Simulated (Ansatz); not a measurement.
Start from TiN in the rock salt structure (space group Fm-3m, No. 225; a = 4.234 Å; relaxed with 0.1 eV smearing). Axes: x, y, z lie along the cube axes.

Calculations: r2SCAN (Ansatz, an electronic-structure program, PAW, no spin-orbit coupling), earlier PAW set.

Strains are applied to the cell and any free atomic positions relax; under biaxial strain the out-of-plane vector relaxes too.

One change was made to it. Results:

```json
[
 {"quantity": "volume per atom", "base": "9.49 Å³", "after": "9.40 Å³"},
 {"quantity": "energy relative to the base (free energy F)", "base": "0 meV/atom", "after": "+1.5 meV/atom"}
]
```

Question: Which change produced these results?
A) isotropic strain −1.09 %
B) strain tensor (xx, yy, zz, yz, xz, xy) = (+0.01, −1.08, −0.27, −1.64, −0.35, −0.10) %
C) isotropic strain +4.15 %
D) uniaxial strain ε_xx = −0.34 %
E) biaxial strain −0.64 %, plane normal [110], relaxed out of plane

Answer: E, biaxial strain −0.64 %, plane normal [110], relaxed out of plane. For comparison, the energy relative to the base in the other runs: strain tensor (xx, yy, zz, yz, xz, xy) = (+0.01, −1.08, −0.27, −1.64, −0.35, −0.10) % gives +8.8 meV/atom; isotropic strain +4.15 % gives +119 meV/atom; isotropic strain −1.09 % gives +9.7 meV/atom; uniaxial strain ε_xx = −0.34 % gives +0.2 meV/atom.

Whether these cells are dynamically stable was not tested. The final runs are not spin-polarised. An odd electron count without spin: TiN.
